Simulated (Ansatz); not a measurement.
The reference is LiCl in the rock salt structure (space group Fm-3m, No. 225; a = 5.1504 Å).

Calculations: Kohn–Sham DFT with the PBE functional, run in Ansatz (an electronic-structure program) with PAW and 420 eV plane waves, no SOC.

One change was made to it. Results:

```csv
quantity,base,after
"valley order (the lowest conduction-band minima on the path, energy above the VBM, named in the base's zone)",Γ 6.26 eV; L along ⟨111⟩ 6.73 eV; X along ⟨100⟩ 7.80 eV,Γ 6.38 eV; L along ⟨111⟩ 6.75 eV; X along ⟨100⟩ 7.84 eV
density,2.06 g/cm³,2.10 g/cm³
shortest interatomic distance,2.575 Å,2.557 Å
```

### Question
Which of these changes matches the shifts?
(A) pressure 3 GPa
(B) pressure 0.7 GPa
(C) pressure −2 GPa

### Answer
B, pressure 0.7 GPa. For comparison, the valley order in the other runs: pressure −2 GPa gives Γ 5.86 eV; L along ⟨111⟩ 6.65 eV; pressure 3 GPa gives Γ 6.73 eV; L along ⟨111⟩ 6.80 eV; X along ⟨100⟩ 7.96 eV.

The levels and masses belong to the bands next to the band gap. Load acts through the strain it causes; cell and atoms are relaxed under it. Stability against distortions was not tested.
